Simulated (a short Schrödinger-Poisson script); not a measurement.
Structure: MOS inversion layer, SiO2 on p-type Si(111), at 300 K.

From the gate side: 1.9 nm SiO2; 1400 nm Si, acceptors 9.9e16 cm⁻³.

Constants are typed, rounded textbook-type inputs, not results; the design itself was drawn at random and stands for no fabricated device. SiO2: permittivity 3.9, conduction-band edge (eV) 3.15, gap (eV) 9, electron mass (mₑ) 0.5. Si: permittivity 11.7, conduction-band edge (eV) 0, gap (eV) 1.124, Nv at 300 K (cm⁻³) 3.1e19.

Channel valleys (confinement mass, in-plane density-of-states mass, number): Δ6 0.258, 0.358, 6. At the gate the conduction-band edge of layer 1 lies 3.67 eV − eVg above the Fermi level of the channel; the field vanishes at the back. Gaps are held at their typed values at every temperature. Mesh 0.03 nm at interfaces.

From a short Schrödinger-Poisson script (our own, NumPy): 1D Poisson equation in equilibrium, electrons quantum, Hartree (BenDaniel-Duke, 12 states a valley, the channel's in-plane mass for all, wave functions ending at the dielectric), parabolic valleys, classical holes, full ionisation, no traps, pinning or gate leakage.

| Vg (V) | electrons (cm⁻²) | C (μF/cm²) | Δ6 E0 (meV from the Fermi level) |
|---|---|---|---|
| 0.5 | 1.64e10 | 0.175 | 190.8 |
| 0.6 | 2.25e11 | 0.683 | 122.6 |
| 0.7 | 7.59e11 | 1.02 | 90.5 |
| 0.8 | 1.44e12 | 1.16 | 73.2 |
| 0.9 | 2.19e12 | 1.24 | 61.7 |
| 1 | 2.98e12 | 1.29 | 53.0 |
| 1.1 | 3.79e12 | 1.33 | 46.1 |
| 1.2 | 4.63e12 | 1.35 | 40.4 |
| 1.3 | 5.48e12 | 1.38 | 35.4 |
| 1.4 | 6.35e12 | 1.39 | 31.0 |
| 1.5 | 7.22e12 | 1.41 | 27.1 |
| 1.6 | 8.10e12 | 1.42 | 23.5 |
| 1.7 | 9.00e12 | 1.43 | 20.2 |
| 1.8 | 9.90e12 | 1.44 | 17.1 |
| 1.9 | 1.08e13 | 1.45 | 14.3 |
| 2 | 1.17e13 | 1.46 | 11.6 |
| 2.1 | 1.26e13 | 1.47 | 9.0 |

Gate voltages with under 1e9 electrons/cm² are left out.

**Question.** At Vg = 2.1 V the lowest Δ6 subband lies at 9.0 meV from the Fermi level. How many electrons does it hold, and what share of all?

**Answer.** The two-dimensional density of states is g m/(πħ²) = 8.97e11 cm⁻² meV⁻¹ (both spins), kT = 25.9 meV, so n = D kT ln(1 + exp(−E/kT)) = 1.24e13 cm⁻², 0.98 of the 1.26e13 cm⁻² in all.

**Question.** Compare the slope of the sheet density between 1.9 and 2.1 V with the geometric capacitance of the layers between gate and channel.

**Answer.** q Δn/ΔV = 1.44 μF/cm²; ε0/Σ(t/ε) = 1.82 μF/cm². The ratio is 0.79: the channel acts as a further capacitance in series.
